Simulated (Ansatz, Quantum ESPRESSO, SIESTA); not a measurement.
LaZnSbO (P1, 8 atoms in the cell) computed with different codes at matched settings

Self-consistent single point, at a second geometry (atoms moved at random). First geometry:

```
LaZnSbO
1.0
    4.26837     0.00000     0.00000
    0.00000     4.26837     0.00000
    0.00000     0.00000     9.71636
La Zn Sb O
2 2 2 2
Direct
  0.00000   0.50000   0.88069
  0.50000   0.00000   0.11931
  0.00000   0.00000   0.50000
  0.50000   0.50000   0.50000
  0.50000   0.00000   0.68015
  0.00000   0.50000   0.31985
  0.50000   0.50000   0.00000
  0.00000   0.00000   0.00000
```

Second geometry:
```yaml
crystal:
  lattice:
    - [4.26837, 0.00000, 0.00000]
    - [0.00000, 4.26837, 0.00000]
    - [0.00000, 0.00000, 9.71636]
  atoms:
    - { symbol: La, position: [0.00319, 0.52119, 0.87670] }
    - { symbol: La, position: [0.49958, 0.98462, 0.12455] }
    - { symbol: Zn, position: [0.00379, 0.00571, 0.49986] }
    - { symbol: Zn, position: [0.49859, 0.50701, 0.49981] }
    - { symbol: Sb, position: [0.49573, 0.98596, 0.67534] }
    - { symbol: Sb, position: [0.00359, 0.48742, 0.31906] }
    - { symbol: O, position: [0.50058, 0.49728, 0.00065] }
    - { symbol: O, position: [0.99496, 0.01082, 0.00403] }
```

Shared settings, as Ansatz (a first-principles code) writes them: kpoints.mp_grid.grid = 5 5 3; scf.occupations.method = gaussian; scf.occupations.width = 0.2 eV. Potentials and cutoffs stand in the table.

| code | model | ΔF from the first geometry (meV/atom) | pressure (GPa) | largest force (eV/Å) | cutoff |
|---|---|---|---|---|---|
| SIESTA | GGA PBEsol, numerical atomic orbitals DZP, PseudoDojo PBEsol standard norm-conserving potentials (rewritten from UPF to PSML) | 9.6 | -3.81 | 0.653 | grid 400 Ry |
| Quantum ESPRESSO | PBEsol, GBRV 1.5 ultrasoft (PBESOL) pseudopotentials | 15.5 | -5.27 | 1.106 | 50 Ry |
| Ansatz | PBEsol, PAW files made with PBE | 15.7 | -5.30 | 1.125 | default |

Size of the force on each atom (eV/Å): Sizes of forces hide their directions.

| code | La1 | La2 | Zn3 | Zn4 | Sb5 | Sb6 | O7 | O8 |
|---|---|---|---|---|---|---|---|---|
| SIESTA | 0.653 | 0.507 | 0.237 | 0.315 | 0.517 | 0.234 | 0.171 | 0.416 |
| Quantum ESPRESSO | 1.106 | 0.839 | 0.208 | 0.271 | 0.359 | 0.350 | 0.303 | 0.465 |
| Ansatz | 1.125 | 0.860 | 0.206 | 0.269 | 0.354 | 0.360 | 0.308 | 0.466 |

On Ansatz's run: spin-orbit coupling is off.

The spread over the programs that give each value: ΔF from the first geometry within 6.1 meV/atom; pressure within 1.49 GPa; largest force within 0.472 eV/Å.

SIESTA uses small atom-centred bases, whose incompleteness enters pressures, forces and empty levels differently from a plane-wave cutoff. Ansatz's pressure is given at a fixed set of plane waves, as the other plane-wave codes print theirs; with its correction for the finite basis it is -5.19 GPa. In the pressure, SIESTA (by 1.48) lies more than 1 GPa from the median of the plane-wave programs. In the force vectors, SIESTA (by 0.741) lies more than 0.08 eV/Å from the median of the plane-wave programs.

The starting cell comes from a database of computed structures (which also holds hypothetical and non-ambient phases and stackings), without a prior relaxation at this level. Its lattice was rescaled by a random factor within 2.5 % of one. For this run, on top of that: atoms moved at random.

Left out of this page: CP2K (unsound by tests on forces, stress, charge or solver warnings).

Keys are those of Ansatz 0.2.
